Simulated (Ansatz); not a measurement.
ScAlN₂ (model structure, P3m1, No. 156, 4 atoms in the cell): properties by level of theory

| level (code) | lattice parameter a (Å) | c axis length (Å) | bulk modulus (GPa) | cohesive energy (eV/atom) | band gap (eV) |
|---|---|---|---|---|---|
| PBE (Ansatz) | 3.340 | 5.196 | 155 | 5.94 | 3.16 |
| PBEsol (Ansatz) | 3.328 | [?] | 156 | 6.33 | [?] |
| r²SCAN (Ansatz) | [?] | 5.167 | [?] | 5.95 | [?] |

Q: What belongs in the gaps?

A: 
- PBEsol (Ansatz, a quantum-chemistry and plane-wave program), c axis length (Å): 5.100
- PBEsol (Ansatz), band gap (eV): 3.26
- r²SCAN (Ansatz), lattice parameter a (Å): 3.322
- r²SCAN (Ansatz), bulk modulus (GPa): 167
- r²SCAN (Ansatz), band gap (eV): 3.61

Computed values are for a static lattice.  Each level is taken at its own relaxed cell. Cutoffs differ between the levels. Ansatz's density-functional and Hartree–Fock values are scalar-relativistic unless marked +SOC, with PAW data made under PBE.

Caveats: the bulk modulus is −V dP/dV from two relaxed cells at ±2 % in volume (PBE, PBEsol, r²SCAN). Ansatz's density-functional and Hartree–Fock values are scalar-relativistic unless marked +SOC, with PAW data made under PBE.

Free atoms are spin-polarised, in the lowest state found; at levels without +SOC their spin–orbit coupling is left out.

Static lattice: no zero-point or thermal effects.

A model structure was made by putting elements into a prototype or built by hand; it is no filed structure, need not be a known phase, and can be a saddle point held by its symmetry.
